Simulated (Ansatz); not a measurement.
For ZnSe (model structure, started from the WC type, P-6m2, No. 187, 2 atoms in the cell), LDA (Ansatz, an electronic-structure program, PAW) gives:

```
Quantity                   Value
------------------  ------------
lattice constant a       3.619 Å
c axis length            3.245 Å
cohesive energy     2.88 eV/atom
```

Problem. What does r²SCAN+rVV10 (plane waves, PAW; Ansatz) give for the same quantities?

Solution. 
- lattice constant a: 3.678 Å (goes up by 1.6 %)
- lattice parameter c: 3.300 Å (increases by 1.7 %)
- cohesive energy: 2.46 eV/atom (shrinks by 0.42 eV/atom)

Changes are worked out from the printed values.

Unless a cell is named, each level is at its own relaxed cell (LDA 18.40, r²SCAN+rVV10 19.33 Å³/atom).

Ansatz's density-functional and Hartree–Fock values are scalar-relativistic unless marked +SOC, with PAW data made under PBE.

A model structure was made by putting elements into a prototype or built by hand; it is no filed structure, need not be a known phase, and can be a saddle point held by its symmetry.
